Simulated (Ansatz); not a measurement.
The reference is Pt in the fcc (Cu type) structure (space group Fm-3m, No. 225; a = 3.970 Å).

Levels (all Ansatz, a quantum-chemistry and plane-wave program, PAW): PBE (420 eV, no spin-orbit coupling); r2SCAN (500 eV, no spin-orbit coupling).

The geometry is relaxed with PBE.

```
Quantity       Result
------------  -------
PBE pressure  0.0 GPa
```

What does r2SCAN give at this geometry for the pressure?

The pressure goes from zero to -5.8 GPa.

Single points use the geometry relaxed with PBE. Their cutoffs differ, which shifts pressures a little. Stability against distortions was not tested. The final runs are not spin-polarised.
